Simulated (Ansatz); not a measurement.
# CdSe: band gap against strain

CdSe (zinc blende, F-43m, 27.101 Å³/atom at rest) under an equal strain ε in the (111) plane with the normal axis free, as in a coherent film. LDA in Ansatz, a plane-wave DFT program (PAW, default set), 420 eV, 10×10×10 Γ-centred mesh, Fermi-Dirac smearing 0.05 eV; ions are relaxed within the symmetry of each cell. Gaps are the smallest over the k-mesh and a band path, without spin-orbit coupling; in all rows the valence edge lies at Γ and the conduction edge at Γ.

Here s stands for strain and Eg for gap.

```
strain (%)  gap (eV)
----------  --------
-2.50              ?
-1.25          0.387
-0.83          0.395
-0.42          0.401
0.00           0.405
```

### Question
Using a straight line, estimate the missing Eg at s = -2.50 from the other rows, showing the fit.

### Answer
Means: s -0.62500, Eg 0.3970. About the means, the sum of products is 0.012480 and the sum of squares of s is 0.86530; the slope is their ratio. Least squares gives Eg = 0.4060 + 0.01442·s. Residuals (row less fit): -0.0010, 0.0010, 0.0011, -0.0010; standard error 0.0014 (degrees of freedom: 2). Over these rows the gap moves by 1.4 ± 0.2 eV per unit strain. At the withheld row, Eg = 0.4060 + 0.01442 × (-2.50) = 0.3700 eV. The calculation gives 0.349 eV, 0.0210 eV below the prediction (37.5 % of the range of Eg in the table). The row lies outside the fitted rows, so this is an extrapolation. From the scatter of the fitted rows alone, a prediction at this place has a standard error of 0.0033 eV, so the miss is 6.4 times that.

One order more, fitted to all 7 runs of the series, follows each within 0.001, so the miss is the next term of a smooth law. CdSe stands in this structure, whereas wurtzite is the usual form. Spin-orbit coupling is left out, which can shift this property for CdSe. Rows are the converged runs of the series near zero and its far end; series whose fitted rows scatter by over a few per cent of the range, as at a crossing or softening among them, aren't shown in this form. Most that stay on the fit to the last digits aren't either.
